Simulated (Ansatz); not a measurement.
The parent structure is WO$_{3}$ (space group P4/nmm, No. 129; a = 5.3145 Å, c = 3.9332 Å). Axes: x, y, z lie along a, b, c of the conventional cell.

Computed with PBEsol/PAW in Ansatz (an electronic-structure program), scalar-relativistic without spin-orbit coupling.

Before the change:

| Property | Result |
|---|---|
| Shortest interatomic distance | 1.755 Å |
| Pressure | 0.00 GPa |

It is then changed as follows: uniaxial strain ε_zz = +1.31 %, all other strain components held at zero, atoms relaxed at fixed cell.

Q: How does this affect the energy relative to the base, shortest interatomic distance, pressure and largest internal atomic displacement?

A: The energy grows by 1.4 meV/atom; the shortest interatomic distance drops by 0.005 Å to 1.750 Å; the pressure (mean of the normal stresses, compression positive) goes from zero to -1.53 GPa; the largest internal atomic displacement is 0.014 Å.

Stability against distortions was not tested.
